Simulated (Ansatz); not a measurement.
Consider HfS2 in the rutile structure (space group P4_2/mnm, No. 136; a = 6.0239 Å, c = 3.6521 Å; a hypothetical phase, not in the database extracts checked).

One thing is altered: a negative pressure, −1 GPa.

Levels (all Ansatz, an electronic-structure program, PAW, earlier PAW set): PBEsol (420 eV, no spin-orbit coupling); HSE06 (420 eV, without spin-orbit coupling); PBEsol+SOC (600 eV, spin-orbit coupling included).

One geometry, relaxed with PBEsol, under each level:

```tsv
level	band gap	lowest conduction level above the VBM at special points
PBEsol	0.29 eV	Γ 0.29 eV; M 0.56 eV; R 0.90 eV
HSE06	(withheld)	(withheld)
PBEsol+SOC	0.29 eV	Γ 0.29 eV; M 0.56 eV; R 0.88 eV; X 1.23 eV
```

Give the withheld HSE06 results.


- HSE06, band gap: 1.14 eV
- HSE06, lowest conduction level above the VBM at special points: Γ 1.14 eV; M 1.41 eV; R 1.77 eV

Single points use the geometry relaxed with PBEsol. Their cutoffs differ, which shifts pressures a little. The hybrid gap comes from the SCF mesh plus the semilocal run's edge points and a few special points and is an upper bound. Differences between runs with and without spin-orbit coupling are approximate. Spin-orbit coupling, missing from the scalar runs, can matter with Hf. Load acts through the strain it causes; cell and atoms are relaxed under it. Stability against distortions was not tested. A zero or small gap of HfS2 can be the functional's error rather than a property of the material.
